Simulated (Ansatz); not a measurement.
# A short convergence ladder for ZnCu2SnSe4 (I-42m, 8 atoms in the cell)

```
ZnCu2SnSe4
1.0
   -2.89326     2.89326     5.78918
    2.89326    -2.89326     5.78918
    2.89326     2.89326    -5.78918
Zn Cu Sn Se
1 2 1 4
Direct
  0.00000   0.00000   0.00000
  0.75000   0.25000   0.50000
  0.25000   0.75000   0.50000
  0.50000   0.50000   0.00000
  0.62386   0.62386   0.51812
  0.37614   0.89426   0.00000
  0.10574   0.10574   0.48188
  0.89426   0.37614   0.00000
```

Base method: LDA (PW92), default PAW files made with PBE (plane waves; Ansatz, a program for electronic structure).

Base settings: basis.ecutwfc = 420 eV; kpoints.mp_grid.grid = 4 4 4; hamiltonian.xc = lda; hamiltonian.pseudopotentials = {kind: paw} (the program's default PAW files); scf.occupations.method = gaussian; scf.occupations.width = 0.1 eV.

Core times come from one kind of shared machine, to one figure; runs under 30 s give none.

**Zone-centre phonons against the cutoff**

In this ladder: phonons.method = dfpt.

The mesh stays at the base's, so the ladder's end is converged at best in this setting alone.

Frequencies are those of the unrelaxed cell, without the LO-TO term of polar crystals.

Only quantities that move along the ladder and can be compared are tabulated.

```csv
basis.ecutwfc,highest zone-centre frequency (cm⁻¹),lowest optical frequency (cm⁻¹),core time / last (rough)
210 eV,210.5,60.1,0.4
295 eV,201.9,68.5,0.5
355 eV,202.4,68.5,0.7
420 eV,202.4,68.5,1
```

Coarsest basis.ecutwfc that holds the lowest optical frequency within 1 cm⁻¹ of the last step, with all finer ones: 295 eV; the step before is off by 8.4 cm⁻¹.

Coarsest basis.ecutwfc that holds the highest zone-centre frequency within 2 cm⁻¹ of the last step, with all finer ones: 295 eV; the step before is off by 8.2 cm⁻¹.

On the base run: the starting cell comes from a database of computed structures (which also holds hypothetical and non-ambient phases and stackings), without a prior relaxation at this level. Its lattice was rescaled by up to half a per cent. Spin polarisation is off. In the base run, with a pressure of about -6 GPa the cell is away from its equilibrium volume at this level. The run gives no clean gap (levels at the Fermi energy touch, overlap or are partly filled at this smearing), which alone does not show that the compound is a metal.

Keys are those of Ansatz 0.2.
